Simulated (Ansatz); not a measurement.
Consider the following.

End structure of a 2x2 cell of the 1x1 (111) surface of fcc Pt, relaxed from a rattled start:

```
CELL_PARAMETERS angstrom
      5.61443     0.00000     0.00000
     -2.80721     4.86224     0.00000
      0.00000     0.00000    26.00000
ATOMIC_POSITIONS crystal
  Pt 0.16667 0.33333 0.36788
  Pt 0.16667 0.83333 0.36788
  Pt 0.66667 0.33333 0.36788
  Pt 0.66667 0.83333 0.36788
  Pt 0.33333 0.16667 0.45641
  Pt 0.33333 0.66667 0.45641
  Pt 0.83333 0.16667 0.45641
  Pt 0.83333 0.66667 0.45641
  Pt 0.99993 0.99941 0.54364
  Pt 0.99993 0.49942 0.54364
  Pt 0.49994 0.99942 0.54364
  Pt 0.49993 0.49941 0.54364
  Pt 0.16653 0.33197 0.63219
  Pt 0.16653 0.83197 0.63218
  Pt 0.66652 0.33197 0.63218
  Pt 0.66652 0.83197 0.63217
```

Set-up: 16 atoms, 6.9 Å thick at the start (thin: gaps and levels are the slab's own); mesh 6x6x1; 0.1 eV smearing; dipole correction on; 8 atoms held, the rest relaxed; no symmetry held; no spin, no spin-orbit, no U.

Problem. What is the computed work function of the top face (Ansatz (a program for electronic structure) with PBE)?

Solution. 5.68 eV
